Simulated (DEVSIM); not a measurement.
Structure: Schottky contact on n-type Si, at 300 K.

Layer 1 from the left is Si, thickness (μm) 1.10, Nd (cm⁻³) 7.4e16, τn (s) 0.00059, τp (s) 0.00059.

Left contact: Schottky, work function 4.53 eV, emission velocity 2.8e6 cm/s. Right contact: ohmic. Voltage is applied to the left contact. Recombination: SRH at mid-gap. Mobility is constant in doping.

This is a model device: material constants are rounded textbook-type values typed into the input, and sizes, dopings and lifetimes were drawn at random. Values at 300 K.

Si: gap (eV) 1.124, affinity (eV) 4.05, permittivity 11.7, Nc (cm⁻³) 2.86e19, Nv (cm⁻³) 3.1e19, μn (cm²/Vs) 1417, μp (cm²/Vs) 470.

Estimate by hand the built-in potential, the peak field at zero bias, the capacitance at -1 V, and compare with a numerical solution.


- Built-in potential: barrier φB = 0.480 eV; Vbi = φB − kT/q ln(N_band/N) = 0.326 V; numerical 0.326 V.
- Peak field at zero bias: depletion approximation: W = √(2εVbi/(qN)) = 0.0755 μm with N = 7.40e16 cm⁻³; field = 2Vbi/W = 86400 V/cm; numerical 82300 V/cm (estimate above by 4.9 %).
- Capacitance at -1 V: C = √(qεN / 2(Vbi + |V|)) = 68.1 nF/cm²; numerical 68.7 nF/cm² (estimate below by 0.97 %).

DEVSIM, 1D drift-diffusion, Boltzmann statistics, complete ionisation; no tunnelling, impact ionisation, image-force lowering or self-heating. Metal contacts follow the ideal Schottky-Mott rule: no Fermi-level pinning, no interface dipoles.
